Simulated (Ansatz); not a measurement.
Consider GaCuSe2 in the chalcopyrite structure (space group I-42d, No. 122; a = 5.570 Å, c = 11.075 Å). Axes: x, y, z lie along a, b, c of the conventional cell.

Calculations: plane-wave PAW DFT at the PBEsol level (Ansatz, an electronic-structure program, 420 eV), no spin-orbit coupling.

Strains are applied to the cell and any free atomic positions relax; under biaxial strain the out-of-plane vector relaxes too.

One change was made to it. Results:

The band gap rises by 0.07 eV to 0.19 eV; the width of the top valence band decreases by 0.04 eV, from 1.02 eV to 0.98 eV; the energy goes up by 6.0 meV/atom.

Question: Which change produced these results?
A) biaxial strain −3.00 %, plane normal [001], relaxed out of plane
B) biaxial strain −1.50 %, plane normal [001], relaxed out of plane
C) biaxial strain −2.25 %, plane normal [001], relaxed out of plane
D) biaxial strain −0.75 %, plane normal [001], relaxed out of plane

Answer: C, biaxial strain −2.25 %, plane normal [001], relaxed out of plane. For comparison, the energy relative to the base in the other runs: biaxial strain −3.00 %, plane normal [001], relaxed out of plane gives +11 meV/atom; biaxial strain −1.50 %, plane normal [001], relaxed out of plane gives +2.6 meV/atom; biaxial strain −0.75 %, plane normal [001], relaxed out of plane gives +0.6 meV/atom.

No phonon test of stability was made. All final runs are without spin polarisation. The zero or small gap of GaCuSe2 can change with the level of theory.
